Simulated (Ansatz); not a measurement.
Consider GaCuSe2 in the chalcopyrite structure (space group I-42d, No. 122; a = 5.508 Å, c = 10.962 Å). Axes: x, y, z lie along a, b, c of the conventional cell.

Computed with DFT with LDA, PAW potentials and a 420 eV plane-wave cutoff in Ansatz (a first-principles code), without spin-orbit coupling.

For the base:

| Quantity | Value |
|---|---|
| Band gap | 0.17 eV |
| Gap character | direct at Γ |
| Valence-band top at Γ | 0.00, -0.09, -0.09 eV |

The change: the cell is compressed by 0.75 % along x with no lateral relaxation; the atoms relax in the strained cell.

Task: What happens to the stress, band gap, energy relative to the base, gap character and valence-band top at Γ?

Result: The stress (xx, yy, zz, yz, xz, xy; compression positive) amounts to (0.80, 0.49, 0.49, 0.00, 0.00, 0.00) GPa; the band gap rises by 0.04 eV (0.17 eV → 0.21 eV); the energy increases by 0.4 meV/atom; the gap character remains direct at Γ; the valence-band top at Γ (three highest levels, from the VBM) changes from 0.00, -0.09, -0.09 eV to 0.00, -0.06, -0.09 eV.

No phonon test of stability was made. The final runs are not spin-polarised. The zero or small gap of GaCuSe2 can change with the level of theory. k-point labels follow each cell's own Brillouin zone.
